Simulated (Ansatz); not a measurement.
The reference is CdS in the zinc blende structure (space group F-43m, No. 216; a = 5.825 Å). Axes: x, y, z lie along the cube axes.

Computed with PBEsol (Ansatz, a quantum-chemistry and plane-wave program, PAW, no spin-orbit coupling), earlier PAW set.

For the base:

```
Item                                 Value
---------------------  -------------------
Valence-band top at Γ  0.00, 0.00, 0.00 eV
Volume per atom                   24.70 Å³
```

Now apply this change: biaxial strain +3.00 %, plane normal [110], relaxed out of plane (Cartesian); in-plane vectors clamped, the third vector and the atoms free.

### Question
How does this affect the in-plane stress?

### Answer
The mean in-plane stress (compression positive) is -2.7 GPa.

### Question
What happens to the valence-band top at Γ?

### Answer
The valence-band top at Γ (three highest levels, from the VBM) becomes 0.00, -0.23, -0.23 eV (base: 0.00, 0.00, 0.00 eV).

### Question
What does the calculation give for the volume per atom after the change?

### Answer
The volume per atom increases by 0.752 Å³ (24.70 Å³ → 25.46 Å³).

A biaxial case was relaxed in a doubled cell and then solved in the primitive one. The levels and masses belong to the bands next to the band gap. Whether these cells are dynamically stable was not tested.
